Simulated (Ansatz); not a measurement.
The reference is TiS₂ in the CdI2 type structure (space group P-3m1, No. 164; a = 3.3594 Å, c = 5.5200 Å; layered, stacked along the Cartesian z axis; relaxed with 0.1 eV smearing). Axes: x lies along a and z along c of the hexagonal cell.

Calculations: plane-wave PAW DFT at the PBE-D3(BJ) level (Ansatz, a first-principles code, 420 eV), scalar-relativistic without spin-orbit coupling.

For the base:

| Item | Value |
|---|---|
| Shortest interatomic distance | 2.409 Å |

Now apply this change: biaxial strain +4.22 %, plane normal [001], relaxed out of plane (Cartesian); in-plane vectors clamped, the third vector and the atoms free.

Problem. How does this affect the shortest interatomic distance?

Solution. The shortest interatomic distance grows by 0.0325 Å (2.409 Å → 2.442 Å).

Problem. How does this affect the in-plane stress?

Solution. The mean in-plane stress (compression positive) comes out as -6.3 GPa.

Problem. Predict the new out-of-plane strain.

Solution. The out-of-plane strain amounts to -1.80 %.

Stability against distortions was not tested. The final runs are not spin-polarised.
